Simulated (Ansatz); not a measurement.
Defect migration in hcp Ru: Cu-vacancy pair (Cu on one host Ru site, one Ru site vacant), neutral cell. All values below come from PBE, PAW (plane waves to 420 eV; Ansatz, an electronic-structure program).

Cell of 36 host sites held at the relaxed PBE lattice; a 2×2×2 k-point mesh shifted by half a step along c; Fermi-Dirac width 0.10 eV, spin-restricted; finite-size errors left in. No zero-point or tunnelling terms. Forms of the defect that were not tried may lie lower.

Barriers: single points on a 4×4×4 k-point mesh shifted by half a step along c at the bands' geometries.

The step: Cu and the vacancy change places (Cu-vacancy distance between ideal sites 2.66 Å throughout); the atom moves 2.58 Å along (-0.65, -0.33, 0.48) of the unit cell; the moving atom starts with neighbours 2 Ru at 2.65, Ru at 2.67, 4 Ru at 2.71, 2 Ru at 2.74, 2 Ru at 2.76 Å and ends with 2 Ru at 2.65, Ru at 2.67, 4 Ru at 2.71, 2 Ru at 2.74, 2 Ru at 2.76 Å.

### Question
Estimate the migration barrier of this step that PBE, PAW returns for this input.

### Answer
1.19 eV, the same both ways. At the saddle the moving atom has neighbours 4 Ru at 2.46, 4 Ru at 3.03 Å. The program found a first-order saddle point.
